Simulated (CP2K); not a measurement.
Band structure of CaTcO3 (Cm, 5 atoms in the cell).

```yaml
crystal:
  lattice:
    - [3.93787, 0.00000, 0.00000]
    - [0.00857, 3.93786, 0.00000]
    - [-0.00951, -0.00949, 3.93869]
  atoms:
    - { symbol: Ca, position: [0.99508, 0.99508, 0.00165] }
    - { symbol: Tc, position: [0.49821, 0.49821, 0.51320] }
    - { symbol: O, position: [0.99839, 0.49705, 0.51659] }
    - { symbol: O, position: [0.49705, 0.99839, 0.51659] }
    - { symbol: O, position: [0.50077, 0.50077, 0.01371] }
```

Method: LDA (Pade form), GPW, DZVP-MOLOPT-SR-GTH basis, GTH-PADE potentials (GTH_POTENTIALS) (CP2K 2026.2).

Settings: CUTOFF = 500 Ry; REL_CUTOFF = 60 Ry; SMEAR/METHOD = GAUSSIAN; SIGMA = 0.136 eV; KPOINTS/SCHEME = MACDONALD 6 6 6 0.08333333333 0.08333333333 0.08333333333; XC_FUNCTIONAL = PADE; Ca/BASIS_SET = DZVP-MOLOPT-SR-GTH-q10; Ca/POTENTIAL = GTH-PADE-q10; Tc/BASIS_SET = DZVP-MOLOPT-SR-GTH-q15; Tc/POTENTIAL = GTH-PADE-q15; O/BASIS_SET = DZVP-MOLOPT-SR-GTH-q6; O/POTENTIAL = GTH-PADE-q6; METHOD = GPW; EPS_DEFAULT = 1e-11.

The starting cell comes from a database of computed structures (which also holds hypothetical and non-ambient phases and stackings), without a prior relaxation at this level. Spin polarisation is off; with an odd number of electrons in the cell that forces a metal, and a magnetic state may lie lower. Values carry the incompleteness of an atom-centred basis.

Levels in eV from the Fermi level, bands 17 to 22:
```json
[
 {"point": "Γ", "17": "-3.82", "18": "-3.43", "19": "-3.42", "20": "-3.42", "21": "-2.39", "22": "-2.39"},
 {"point": "Y", "17": "-7.50", "18": "-2.69", "19": "-2.69", "20": "-2.68", "21": "1.21", "22": "1.21"},
 {"point": "F", "17": "-7.50", "18": "-2.69", "19": "-2.69", "20": "-2.68", "21": "1.21", "22": "1.21"},
 {"point": "L", "17": "-7.50", "18": "-2.69", "19": "-2.68", "20": "-2.68", "21": "1.21", "22": "1.21"},
 {"point": "Z", "17": "-5.40", "18": "-4.57", "19": "-3.67", "20": "-3.65", "21": "-2.23", "22": "0.39"},
 {"point": "H", "17": "-7.50", "18": "-2.69", "19": "-2.68", "20": "-2.68", "21": "1.21", "22": "1.21"},
 {"point": "Y1", "17": "-7.50", "18": "-2.69", "19": "-2.69", "20": "-2.68", "21": "1.21", "22": "1.21"},
 {"point": "X", "17": "-4.71", "18": "-4.60", "19": "-4.60", "20": "-2.79", "21": "0.37", "22": "0.38"}
]
```

Bands cross the Fermi level along this path, so the cell is metallic at this level.

Higher empty bands are left out: an atom-centred basis made for the valence describes them poorly.
